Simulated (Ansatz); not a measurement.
Habitual settings against a tight run: AlPd (P2_13, 8 atoms in the cell)

Self-consistent single point.

```xyz
8
Lattice="4.8283 0.0000 0.0000 0.0000 4.8283 0.0000 0.0000 0.0000 4.8283" Properties=species:S:1:pos:R:3 pbc="T T T"
Al     4.0773     4.0773     4.0773
Al     3.1652     0.7510     1.6631
Al     1.6631     3.1652     0.7510
Al     0.7510     1.6631     3.1652
Pd     0.7157     0.7157     0.7157
Pd     1.6985     4.1126     3.1299
Pd     3.1299     1.6985     4.1126
Pd     4.1126     3.1299     1.6985
```

Level of theory: r2SCAN, PAW files made with PBE (plane waves; Ansatz, a quantum-chemistry and plane-wave program).

Base settings: basis.ecutwfc = 500 eV; kpoints.mp_grid.grid = 5 5 5; hamiltonian.xc = r2scan; hamiltonian.pseudopotentials = {kind: paw} (the program's default PAW files); scf.occupations.method = cold; scf.occupations.width = 0.05 eV.

Tight run (finer mesh or higher cutoff; not a proven limit): basis.ecutwfc: 500 eV → 700 eV; kpoints.mp_grid.grid: 5 5 5 → 7 7 7; scf.convergence.dr2_threshold: default (1e-07 eV) → 1e-09 eV. It gave Fermi level (on the code's own zero) 15.35 eV; pressure 4.05 GPa; largest force (vector length) 0.019 eV/Å.

Quick runs, as changes from the base:
- A: the base itself
- B: basis.ecutwfc: 500 eV → 300 eV; kpoints.mp_grid.grid: 5 5 5 → 3 3 3
- C: basis.ecutwfc: 500 eV → 400 eV; kpoints.mp_grid.grid: 5 5 5 → 6 6 6
- D: basis.ecutwfc: 500 eV → 350 eV; kpoints.mp_grid.grid: 5 5 5 → 4 4 4
- E: basis.ecutwfc: 500 eV → 250 eV; kpoints.mp_grid.grid: 5 5 5 → 2 2 2; scf.convergence.dr2_threshold: default (1e-07 eV) → 0.001 eV

Energies are extrapolated to zero smearing width, which holds to low order in the width alone.

The count of work is k-points × plane waves × bands × iterations; it is no time. 

Pressures in the table are Ansatz's without its Pulay estimate, at a fixed set of plane waves; the tight run's value above holds the estimate.

The starting cell comes from a database of computed structures (which also holds hypothetical and non-ambient phases and stackings), without a prior relaxation at this level. Its lattice was rescaled by a random factor within 2.5 % of one. Spin polarisation is off. In the base run, with a pressure of about 4 GPa the cell is away from its equilibrium volume at this level.

| run | energy less tight (meV/atom) | pressure less tight (GPa) | largest miss in a force vector (eV/Å) | count of work / tight |
|---|---|---|---|---|
| A | 2.7 | -0.05 | 0.005 | 0.25 |
| B | 94.9 | -9.18 | 0.069 | 0.038 |
| C | 5.3 | -0.04 | 0.012 | 0.38 |
| D | 5.3 | -0.79 | 0.020 | 0.15 |
| E | 837.5 | -55.96 | 0.108 | 0.022 |

Among the runs at the tight run's level, the energy misses run from 2.7 to 837.5 meV/atom.

Left out of this page: 1 run of the series outside the window shown, repeating another row's setting, or not comparable.

Keys are those of Ansatz 0.2.
